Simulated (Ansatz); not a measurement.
Output of an Ansatz run (abridged):

```
WARN ansatz: RAYON_NUM_THREADS=1 ignored (pool sized by the plan → 1); use --threads N
basis.fft_grid_basis auto: the FFT boxes are laid along the combinations [[1, 0, -1], [0, 1, -1], [0, 0, 1]] of the cell's own vectors, 4.341, 4.341 and 7.511 …
Pseudopotentials: kind: paw
Pseudopotential: Cd, paw, valence charge 20
Pseudopotential: Hg, paw, valence charge 20
Pseudopotential: Se, paw, valence charge 16
Crystal: 4 atoms, lattice volume = 115.549 Å³
Basis set: ecut = 420.4159175005146 eV, 2297 PW (Γ), FFT grids on a1−a3, a2−a3, a3
Bands: 44, of which v1, the nominal top of the filled ones, is band 36 counted from 1 (35 counted from 0)
Symmetry: 6 space group operations
Space group: R3m (ITA 160), of the structure as read, at distance tolerance 4.9e-5 Å
k-points: 65 of 512 (time reversal used)
PAW frozen core: Cd, regenerated for the run's functional, and the local potential with it
PAW frozen core: Hg, regenerated for the run's functional, and the local potential with it
PAW frozen core: Se, regenerated for the run's functional, and the local potential with it
Initial density: superposition of atomic densities (neutral atoms: chi_scale 0, normalization atom), corrected by the library's trained network
Initial wavefunctions: pseudopotential atomic-orbital guess
Eigensolver: davidson
Functional: x = slater, c = lda
SCF iter   1: F=—  HF=-32408.247404 eV  |F-HF|=—  |Δ(HF+E_count)|=         —  Δρ=6.14e-3  dr2=3.62e-2  ethr=1.77e-3  ⟨swp⟩=6.7  Hψ=10612  notcnv=0  defer=25
all-band conjugate gradients solve this SCF's bands
preconditioner: auto → Resta (q_TF=auto, 2.521 Å⁻¹)
SCF iter   2: F=—  HF=-32408.238595 eV  |F-HF|=—  |Δ(HF+E_count)|=   8.81e-3  Δρ=2.83e-3  dr2=8.14e-3  ethr=5.03e-5  ⟨swp⟩=2.4  Hψ=4854  notcnv=0  defer=36
SCF iter   3: F=—  HF=-32408.236922 eV  |F-HF|=—  |Δ(HF+E_count)|=   1.67e-3  Δρ=8.90e-4  dr2=9.36e-4  ethr=1.13e-5  ⟨swp⟩=2.0  Hψ=2903  notcnv=0  defer=36
SCF iter   4: F=—  HF=-32408.236894 eV  |F-HF|=—  |Δ(HF+E_count)|=   2.81e-5  Δρ=2.02e-4  dr2=6.01e-5  ethr=1.30e-6  ⟨swp⟩=2.0  Hψ=3046  notcnv=0  defer=36
SCF iter   5: F=—  HF=-32408.236926 eV  |F-HF|=—  |Δ(HF+E_count)|=   3.20e-5  Δρ=6.54e-5  dr2=5.88e-6  ethr=8.35e-8  ⟨swp⟩=2.2  Hψ=3491  notcnv=0  defer=36
SCF iter   6: F=—  HF=-32408.236928 eV  |F-HF|=—  |Δ(HF+E_count)|=   1.30e-6  Δρ=2.05e-5  dr2=6.46e-7  ethr=8.17e-9  ⟨swp⟩=2.0  Hψ=4716  notcnv=0  defer=36
SCF iter   7: F=-32408.236928 eV  HF=-32408.236928 eV  |F-HF|=5.79e-8  |Δ(HF+E_count)|=   1.35e-7  Δρ=7.67e-6  dr2=8.47e-8  ethr=1.39e-10  ⟨swp⟩=9.1  Hψ=12903  notcnv=0
SCF 1 converged in 7 iterations: F = -32408.236928 eV  dr2 = 8.47e-8
SCF converged after 7 iterations
Free energy (F): -32408.236928 eV
Harris-Foulkes:  -32408.236928 eV  (|F-HF|=5.79e-8)
Internal energy: -32408.236471 eV  (E = F + TS)
E sigma→0 (E₀):  -32408.236699 eV
Entropy (-TS):   -0.000457 eV (-0.114 meV/atom)
Fermi energy:    7.518844 eV
--- Per-component energies (eV) ---
  E_band       = -1812.328371
  E_kinetic    = 1345.422453
  E_local      = -12308.325887  (includes V_loc(G=0)·N_el)
  E_nonlocal   = -1056.013208
  E_hartree    = 5723.468270
  E_xc         = -600.042087
  E_vxc        = -678.308056  (∫ρ·V_xc dr)
  E_paw        = -17256.819105  (= ΣΔE_a)
  E_vpaw       = -562.050671  (= ΣTr[D̂ρ^β])
  E_aug_tail   = -0.000427  (compensation charges beyond the density's cutoff)
  E_ewald      = -8261.703867
  E_core_change = 5.777386  (= ΣΔE_core)
  E_smearing   = -0.000457  (= −TS)
  E_closure    = 0.000000  (closes the sum)
  Σ components = -32408.236928   (vs F -32408.236928, Δ=0.00e0)
--- Forces (eV/Å), atoms counted from 1 ---
  atom   1  Cd    -0.00000000     0.00000000     0.01004951
  atom   2  Hg     0.00000000     0.00000000    -0.00446171
  atom   3  Se     0.00000000    -0.00000000     0.00037892
  atom   4  Se     0.00000000    -0.00000000    -0.00601598
  max |Σ_I F_I| component: 4.93e-5 eV/Å
--- Stress (GPa, compression-positive) ---
       -2.530289       0.000000       0.000000
        0.000000      -2.530289      -0.000000
        0.000000      -0.000000      -2.583584
  P = ⅓ Tr σ = -2.5481 GPa (-25.481 kbar)
  The stress holds the Pulay correction. Without it, at fixed plane waves, as pw.x and ABINIT print it: P = -2.5745 GPa
--- Band table (eV; the first three rows and the last of 65) ---
  k-point 0: bands = ["-106.8741", "-94.1799", "-55.3277", "-55.3247", "-55.3247", "-55.1864", "-55.1864", "-55.1846", "-39.8908", "-39.8908", "-39.8711", "-39.8711", "-39.8673", "-39.7482", "-39.7401", "-39.7401", "-39.7230", "-39.7230", "-5.5223", [...]
  k-point 1: bands = ["-106.8741", "-94.1799", "-55.3277", "-55.3247", "-55.3247", "-55.1865", "-55.1865", "-55.1846", "-39.8908", "-39.8908", "-39.8711", "-39.8711", "-39.8672", "-39.7482", "-39.7401", "-39.7401", "-39.7230", "-39.7230", "-5.4685", [...]
  k-point 2: bands = ["-106.8741", "-94.1799", "-55.3277", "-55.3248", "-55.3247", "-55.1866", "-55.1865", "-55.1846", "-39.8908", "-39.8908", "-39.8712", "-39.8711", "-39.8672", "-39.7482", "-39.7401", "-39.7401", "-39.7230", "-39.7229", "-5.3300", [...]
  k-point 64: bands = ["-106.8741", "-94.1799", "-55.3277", "-55.3247", "-55.3247", "-55.1864", "-55.1864", "-55.1846", "-39.8908", "-39.8908", "-39.8711", "-39.8711", "-39.8672", "-39.7482", "-39.7401", "-39.7401", "-39.7230", "-39.7230", [...]
```

The structure:

```
CELL_PARAMETERS angstrom
      2.17039     1.25308     7.08105
     -2.17039     1.25308     7.08105
      0.00000    -2.50615     7.08105
ATOMIC_POSITIONS crystal
  Cd 0.50033 0.50033 0.50033
  Hg 0.99985 0.99985 0.99985
  Se 0.87420 0.87420 0.87420
  Se 0.37560 0.37560 0.37560
```

**Question.** What input produced this log?

**Answer.** Other spellings and defaults could give the same log, and not every line can be read from it. The input that was run (DFT, LDA (PW92), plane waves, default PAW files made with PBE):

Ansatz 0.2 input:
```yaml
# CdHgSe2
crystal:
  lattice:
    - [2.170394, 1.253077, 7.081050]
    - [-2.170394, 1.253077, 7.081050]
    - [0.000000, -2.506154, 7.081050]
  atoms:
    - { symbol: Cd, position: [0.500330, 0.500330, 0.500330] }
    - { symbol: Hg, position: [0.999853, 0.999853, 0.999853] }
    - { symbol: Se, position: [0.874203, 0.874203, 0.874203] }
    - { symbol: Se, position: [0.375600, 0.375600, 0.375600] }
basis:
  ecutwfc: 30.9 Ry
kpoints:
  mp_grid: { grid: [8, 8, 8] }
hamiltonian:
  xc: lda
  pseudopotentials: { kind: paw }
scf:
  occupations: { method: gaussian, width: 0.0073 Ry }
output:
  forces: true
  eigenvalues: true
  stress: true
```

The starting cell comes from a database of computed structures (which also holds hypothetical and non-ambient phases and stackings), without a prior relaxation at this level. Its lattice was rescaled by up to half a per cent. Spin-orbit coupling is off. Ansatz's pressure includes its estimate of the finite-basis (Pulay) stress. The run gives no clean gap (levels at the Fermi energy touch, overlap or are partly filled at this smearing), which alone does not show that the compound is a metal.

Ansatz is an electronic-structure program.
